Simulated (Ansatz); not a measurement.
The starting structures come from a database of crystals and need not be the phases stable at ambient conditions.

 Where the default PAW files enter, the runs use the earlier of Ansatz's two default sets.

By PBEsol, the system below comes out a metal.

A figure of merit of an interconnect metal is its ballistic conductance per area.

Input:

```xyz
4
Lattice="6.9449 0.0000 0.0000 3.4725 6.2714 0.0000 3.4725 -1.9227 2.8916" Properties=species:S:1:pos:R:3 pbc="T T T"
In     3.4725     0.0000     0.0000
In     0.0000     0.0000     0.0000
Bi     5.2087     0.6042     2.4868
Bi     5.2087     3.7445     0.4048
```

Space group of this cell: P4/nmm. The cell is taken as given; by PBEsol its mean pressure is -1.5 GPa.

The current flows along the normal of the first two printed cell vectors, the (111) plane of the conventional cell. No spin-orbit coupling; the value is a mean over 0.1 eV about the Fermi level.

Task: Compute, with Ansatz (a first-principles code) with PBEsol, the ballistic conductance per area.

Result: 0.27 × 10¹⁵ S/m² for both spins.
